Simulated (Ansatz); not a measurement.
Hypothetical Fm-3m MoTe2 under a change: biaxial strain −0.53 %, plane normal [001], relaxed out of plane

Consider MoTe$_{2}$ (space group Fm-3m, No. 225; a = 6.639 Å; a hypothetical phase, not in the database extracts checked). Axes: x, y, z lie along the cube axes.

It is then changed as follows: compressive biaxial strain of 0.53 % in the plane normal to [001], as in epitaxy on a mismatched substrate; the out-of-plane cell vector and the atoms relax.

Level of theory: Ansatz (a first-principles code) r2SCAN, no spin-orbit coupling. Γ-centred 12×12×12 mesh, Fermi–Dirac width 0.05 eV.

The volume per atom shrinks by 0.06 Å³, from 24.39 Å³ to 24.33 Å³ and the shortest interatomic distance shrinks by 0.002 Å (2.875 Å → 2.873 Å). The energy hardly moves and the pressure (mean of the normal stresses, compression positive) goes from zero to 0.2 GPa. The band gap stays zero and the out-of-plane strain amounts to +0.82 % (rough).

Final structure (turned so that z lies along the plane normal):

```
CELL_PARAMETERS angstrom
      4.66989     0.00000     0.00000
      0.00000     4.66989     0.00000
      2.33494    -2.33494     3.34681
ATOMIC_POSITIONS crystal
  Mo 0.00000 0.00000 0.00000
  Te 0.75000 0.75000 0.50000
  Te 0.25000 0.25000 0.50000
```

Without a gap, meshes like the base's 12×12×12 leave anisotropic stresses uncertain by several tenths of a GPa, and small strain energies with them. Whether these cells are dynamically stable was not tested. All final runs are without spin polarisation. MoTe2 has a high density of states at the Fermi level and may be magnetic at this level.
